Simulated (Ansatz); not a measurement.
The starting structures come from a database of crystals and need not be the phases stable at ambient conditions.

Inside the gap of an insulator the Bloch states are evanescent, with a wavenumber k + iκ along the transport direction.

Consider the following.

```
CELL_PARAMETERS angstrom
      4.04834     0.00000     0.00000
      0.00000     6.22426     0.00000
      0.00000     2.78404     5.56692
ATOMIC_POSITIONS crystal
  K  0.00000 0.00000 0.00000
  Sc 0.50000 0.69342 0.69342
  Sc 0.50000 0.30658 0.30658
  F  0.00000 0.70320 0.70320
  F  0.00000 0.29680 0.29680
  F  0.50000 0.66677 0.04529
  F  0.50000 0.33323 0.95471
  F  0.50000 0.95471 0.33323
  F  0.50000 0.04529 0.66677
  F  0.50000 0.50000 0.50000
```

Space group of this cell: Cmmm. The cell is taken as given; by PBEsol its mean pressure is -1.2 GPa.

Transport runs along the normal of the first two printed cell vectors.

The gap is the functional's own. No spin-orbit coupling. Mid-gap values are interpolated on the energy grid.

Task: Compute, with PBEsol run with Ansatz (a first-principles code), the band gap and the smallest decay constant κ at mid-gap.

Result: Gap 5.84 eV on a 8×6×6 mesh; κ = 0.527 1/Å, at the zone centre.
